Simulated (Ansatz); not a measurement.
CsSrF$_{3}$ (Pm-3m), PBEsol, rigid bands run with Ansatz (a first-principles code): band gap 6.30 eV, N_c = 7.28e18 cm⁻³ and N_v = 3.49e21 cm⁻³ at 300 K, conductivity masses of 0.466 mₑ (electrons) and 1.90 mₑ (holes). Take k_BT = 0.02585 eV.

Q: Find the intrinsic carrier density and the intrinsic Fermi level.

A: n_i = √(N_c N_v) exp(−E_g/2k_BT) = 1.59e20 × exp(−121.85) = 1.9e-33 cm⁻³. The level lies (k_BT/2) ln(N_v/N_c) = 80 meV from mid-gap (positive towards the conduction band). Each 0.1 eV added to the gap lowers n_i by a factor of 6.9.

Q: What thermal injection velocity √(2k_BT/πm) limits a ballistic channel?

A: 7.88e6 cm/s for electrons and 3.90e6 cm/s for holes, a ratio of √(m_h/m_e) = 2.02, for dilute carriers.

Q: A film of it is 5 nm thick. Estimate the confinement energies in an infinite well.

A: ħ²π²/(2m t²) = 0.376 eV·nm²/(m/mₑ × t²) gives 32.3 meV for electrons and 7.92 meV for holes, so the gap would widen to about 6.34 eV. Finite barriers and nonparabolic bands lower this, and with several valleys or bands the heaviest mass along the normal sets the lowest level, not this average.

Rigid, parabolic bands with the computed gap; masses take one relaxation time for all states. Spin-orbit coupling is left out; where it splits the top of the valence band, N_v and the p-type Seebeck coefficient come out somewhat high without it.

Computed structure with no diffraction record at hand here (it may be known, metastable or hypothetical): CsSrF3 (Pm-3m).
